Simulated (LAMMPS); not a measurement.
Simulation of CeO2 (fluorite), 324 atoms, at 300 K and 0 GPa, heated as the crystal.

Model: classical MD, Buckingham potential of Woodley, Battle, Gale and Catlow, Phys. Chem. Chem. Phys. 1, 2535 (1999), used with rigid ions (no shells), PPPM sums, short-range terms cut at 10 Å, modified for these runs by an r^-4 repulsive force inside the short-range force's maximum, run in LAMMPS.

Starting crystal:

```cif
data_Ce4O8
_chemical_formula_sum 'Ce4 O8'
_space_group_name_H-M_alt 'Fm-3m'
_space_group_IT_number 225
_space_group_name_Hall '-F 4 2 3'
_cell_length_a 5.41000
_cell_length_b 5.41000
_cell_length_c 5.41000
_cell_angle_alpha 90.000
_cell_angle_beta 90.000
_cell_angle_gamma 90.000
loop_
_atom_site_label
_atom_site_type_symbol
_atom_site_symmetry_multiplicity
_atom_site_Wyckoff_symbol
_atom_site_fract_x
_atom_site_fract_y
_atom_site_fract_z
_atom_site_occupancy
Ce1 Ce 4 a 0.00000 0.00000 0.00000 1
O1 O 8 c 0.25000 0.25000 0.25000 1
```

Task: Predict the coordination number of O by Ce, the volume per atom, the density, the coordination number of O by O, the most common O-O-O angle.

Result: coordination number of O by Ce: 4.00 (counted to 3.26 Å); volume per atom: 13.3022 ± 0.0003 Å³; density: 7.1618 ± 0.0002 g/cm³; coordination number of O by O: 6.00 (counted to 3.22 Å); most common O-O-O angle: in the 3° bin centred on 88.5° (mean of all 107°).

Caution: the potential ionic pair potential woodley1999 is fitted for structure prediction of static crystals.
